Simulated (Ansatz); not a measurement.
Structure of amorphous Hf₁₈O₃₆Cu (periodic cell):

```xyz
55
Lattice="8.9693 0.1576 -0.4446 0.1576 8.9704 -0.1780 -0.4446 -0.1780 8.7504" Properties=species:S:1:pos:R:3 pbc="T T T"
Hf    -0.0214     5.5897     4.0399
Hf     0.2970     4.1682     1.0590
Hf     6.4382     8.0864     4.4191
Hf     7.4171     1.3540     1.8182
Hf     3.9507     2.8760     0.5484
Hf     4.1802     8.9247     1.9773
Hf     3.8901     1.3972     5.5982
Hf     0.8563     7.6630     0.5694
Hf     5.4676     8.6648     7.8068
Hf     6.6805     6.5346     1.2749
Hf     1.4894     2.5326     3.8414
Hf     1.4600     4.0897     7.0196
Hf     6.5742     2.4761     6.8382
Hf     1.7999     7.9828     6.0008
Hf     7.4099     5.7573     6.9634
Hf     5.4664     3.9146     3.4419
Hf     3.1776     5.9652     2.9423
Hf     4.2496     5.6616     6.7106
O      4.1650     4.5216     1.9112
O      7.2340     1.5181    -0.2236
O      5.5181     2.5761     4.9172
O      8.3381     3.5823     7.0801
O      4.1784     5.2467     4.5244
O      2.2302     5.9898     6.4491
O      7.0055     5.1038     3.0553
O      4.5887     2.0296     7.4360
O      7.3250     4.8659     0.1948
O      5.6906     2.5232     1.9498
O      6.2433     8.7107     1.2597
O      8.2438     6.6393     5.2890
O      0.1672     0.1254     1.9518
O      1.7215     0.7509     4.9539
O      8.8748     6.3066     1.5538
O      0.3951     3.9283     5.1274
O      8.7843     2.9110     2.0883
O      7.4560     0.5766     3.7711
O      5.8135     6.9956     6.1289
O      5.1205     7.0329     2.7213
O      4.5713     0.1564     4.1256
O      3.6699     8.5473     6.4756
O      2.6611     3.0220     5.5450
O      4.0411     0.7950     0.3656
O      1.6119     6.9577     4.1076
O      1.9424     3.1705     0.1656
O      2.7052     7.5330     1.6094
O      0.8237     8.3859     7.6240
O      7.7468     7.5410    -0.4654
O      5.9001     4.4449     6.5571
O      3.0097     1.8521     2.6557
O      0.4282     5.5165     8.3528
O      3.3995     4.2232     7.8757
O      1.6453     4.5189     2.8255
O      6.2178     0.4659     6.2001
O      5.2203     6.8667    -0.2848
Cu     0.3134     8.4353     3.7201
```

Level of theory: PBE, scalar-relativistic without spin-orbit coupling (plane waves to 420 eV, PAW; Ansatz, a program for electronic structure). In the spin-polarised cell the level spacing at the Fermi energy can part levels of unlike spin.

The cell was made by melting and quenching with the CHGNet potential and then relaxed with DFT. O atoms were pushed apart under 1.9 Å during the dynamics, to hinder bonds among them. The hot cell started wider than the set density and was brought back towards it in steps. It is the lowest in DFT energy of 2 quenches. It is a model cell: composition and starting density were chosen by hand, and all elements were melted together. No dispersion term was used. Its density started from a set value of 9.01 and ended at 9.12 g/cm³. Cooling (nominally 300 K/ps over its main leg) ran many orders faster than in experiment, which tends to leave more defects and strain. A cell of this size samples the disorder only roughly. Volume and shape were free in the relaxation. On a 2×2×2 Γ-centred mesh force components of up to 0.19 eV/Å stay, since the relaxation ran on the zone centre alone.

Cut-offs for bonds: Hf-Hf 3.34 Å, Hf-O 2.68 Å, Hf-Cu 3.12 Å, O-O 1.58 Å, O-Cu 2.38 Å, Cu-Cu 2.90 Å. Two cations that share two anions don't count as bonded, nor two that share one unless they lie closer than Hf-Hf 3.25 Å, Hf-Cu 3.04 Å, Cu-Cu 2.82 Å.

Q: Give the coordination numbers, mean bond lengths and angles.

A: 
```json
{
 "Mean coordination of Hf by anions": "6.39 (2 with 5, 9 with 6, 6 with 7, 1 with 9); 1 close contacts or bonds to cations besides",
 "Mean coordination of O": "3.31 (1 with 2, 23 with 3, 12 with 4)",
 "Mean coordination of Cu by anions": "4.00 (1 with 4); 1 close contacts or bonds to cations besides",
 "Mean Hf-O bond": "2.156 Å (spread 0.120 Å, 115 counted)",
 "Mean O-Cu bond": "2.073 Å (spread 0.128 Å, 4 counted)",
 "Bond angle at Hf": "mean 102.0°, spread 29.8°",
 "Bond angle at O": "mean 112.1°, spread 18.8°",
 "Bond angle at Cu": "mean 104.8°, spread 26.2°"
}
```

Q: List the pairs of like atoms that count as bonded by the rules above.

A: There are none by these rules.
